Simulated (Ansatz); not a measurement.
Cubic perovskite RbCdF₃ was calculated with BLYP (plane waves, PAW; Ansatz, a quantum-chemistry and plane-wave program).

Settings: plane-wave cutoff 520 eV, 8×8×8 k mesh, Fermi–Dirac smearing 0.01 eV, scalar-relativistic PAW data made under PBE.

Energies at three volumes about the minimum:

```csv
V (Å³/atom),E − E_lowest (meV/atom)
18.299,1.28
18.673,0.00
19.046,1.11
```

Task: Fit a parabola by hand: where is the minimum, what lattice constant follows, and what is the bulk modulus?

Result: Slopes: (0.00 − 1.28)/(18.673 − 18.299) = -3.422 and (1.11 − 0.00)/(19.046 − 18.673) = 2.976 meV/Å³. Curvature E″ = 2 × (2.976 − (-3.422))/(19.046 − 18.299) = 17.130 meV/Å⁶. From the middle of the first interval, the slope vanishes at V0 = 18.4860 − (-3.422)/17.130 = 18.686 Å³/atom. B = V0 E″ = 18.686 × 17.130 meV/Å³ × 0.1602 GPa per meV/Å³ = 51.3 GPa. With 5 atoms in the cube, a = (5 × 18.686)^(1/3) = 4.538 Å. The full Birch–Murnaghan fit to all volumes gives V0 = 18.679 Å³/atom and B0 = 51.2 GPa.

Note: the relaxation could not lower the start's symmetry, so the cell can be a saddle point above a distorted one.
